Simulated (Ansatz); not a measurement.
We consider LiH (model structure, within 0.1 Å of P6₃/mmc, No. 194, 4 atoms in the cell), described by HSE06 (plane waves, PAW; Ansatz, a first-principles code).

Settings: plane-wave cutoff 460 eV, 9×9×6 k mesh (along the axes of the cell as run), Fermi–Dirac smearing 0.01 eV, scalar-relativistic PAW data made under PBE.

The cell is the one relaxed with PBEsol. Conventional cell: a = 3.2333 Å, b = 3.2333 Å, c = 4.0437 Å, α = 90.00°, β = 90.00°, γ = 120.00°.

```xyz
4
Lattice="3.2333 0.0000 0.0000 -1.6166 2.8001 0.0000 0.0000 0.0000 4.0437" Properties=species:S:1:pos:R:3 pbc="T T T"
Li     1.6166     0.9334     0.2527
Li     0.0000     1.8667     2.2745
H      1.6166     0.9334     2.2755
H      0.0000     1.8667     0.2536
```

Task: List the 3 lowest band energies at Γ above −25 eV (eV, relative to the valence band maximum), grouping those that round alike.

Result: At Γ: -5.90, 0.00, 4.03.

Note: the run warned that its exchange threshold was loose for the stress; cell and atoms aren't relaxed at this level (pressure 0.2 GPa).

A model structure was made by putting elements into a prototype or built by hand; it is no filed structure, need not be a known phase, and can be a saddle point held by its symmetry.
